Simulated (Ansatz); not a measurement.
The decay constant κ of evanescent states in the gap governs leakage through a thin film.

Input:

```xyz
2
Lattice="3.9211 0.0000 0.0000 -1.9606 3.3958 0.0000 1.9606 1.1319 3.2016" Properties=species:S:1:pos:R:3 pbc="T T T"
Ag     0.0000     0.0000     0.0000
Cl     0.0000     2.2639     1.6008
```

Space group of this cell: Fm-3m, rock salt. The cell is taken as given.

Transport runs along the normal of the first two printed cell vectors, the (111) plane of the conventional cell.

No gap correction and no spin-orbit coupling; mid-gap values are interpolated between computed energies.

Problem. Compute, with r2SCAN (Ansatz, a quantum-chemistry and plane-wave program), the band gap and the smallest decay constant κ at mid-gap.

Solution. Gap 1.48 eV on a 12×12×12 mesh; κ = 0.214 1/Å, at the zone centre.
